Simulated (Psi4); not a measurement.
Psi4 1.11, BP86/def2-svp: Si(Br)2(Et)(OH) (CC[Si](O)(Br)Br), 12 atoms. The geometry is a generated start, not checked to be a minimum at this level.

- task = energy
- method = bp86
- basis = def2-svp
- memory = 3 GB
- maxiter = 100
- keys of the molecule block = symmetry c1
- scf_type = df (default)
- e_convergence = 1e-06 (default)
- d_convergence = 1e-06 (default)
- dft_radial_points = 75 (default)
- dft_spherical_points = 302 (default)
- basis functions = 154
- grid points = 253793

```xyz
12

C      1.5364    -0.5240    -0.1163
C      0.6104     0.6287     0.2563
Si    -1.1827     0.2723    -0.2205
O     -1.7731    -1.0908     0.4083
Br    -2.4910     1.9691     0.3947
Br    -1.3711    -0.0047    -2.4016
H      1.2213    -1.4449     0.3712
H      1.5314    -0.6910    -1.1919
H      2.5575    -0.3092     0.1873
H      0.6758     0.8156     1.3304
H      0.9523     1.5407    -0.2373
H     -2.2672    -1.1617     1.2194
```

With the defaults (diis = true, scf_initial_accelerator = adiis, damping_percentage = 0, level_shift = 0, level_shift_cutoff = 0.01, soscf = false, guess = auto, which took SAD, diis_max_vecs = 10) it converges in 10 SCF iterations. One run each on 2 threads, with these changes:
- diis = false, scf_initial_accelerator = none, damping_percentage = 60
- level_shift = 0.5, level_shift_cutoff = 0.001
- guess = modhuckel
- diis_max_vecs = 3
- scf_initial_accelerator = none
- damping_percentage = 20
- level_shift = 0.1, level_shift_cutoff = 0.001
- soscf = true
- damping_percentage = 60

### Question
Which of these changes keep the SCF from converging, or lead it to another solution?

### Answer
No convergence: diis = false, scf_initial_accelerator = none, damping_percentage = 60 (the run ends without SCF convergence in 100 iterations). The rest reach the solution of the defaults.

| setting | SCF iterations | JK calls | end |
|---|---|---|---|
| soscf = true | 7 | 23 | same solution |
| level_shift = 0.1, level_shift_cutoff = 0.001 | 9 | 10 | same solution |
| the defaults | 10 | 11 | same solution |
| level_shift = 0.5, level_shift_cutoff = 0.001 | 10 | 11 | same solution |
| scf_initial_accelerator = none | 10 | 11 | same solution |
| guess = modhuckel | 11 | 41 | same solution |
| diis_max_vecs = 3 | 13 | 14 | same solution |
| damping_percentage = 20 | 25 | 26 | same solution |
| damping_percentage = 60 | 62 | 63 | same solution |
| diis = false, scf_initial_accelerator = none, damping_percentage = 60 | 100 | 101 | no convergence |

An SOSCF iteration holds several JK calls; a Hückel guess adds calls on atoms.
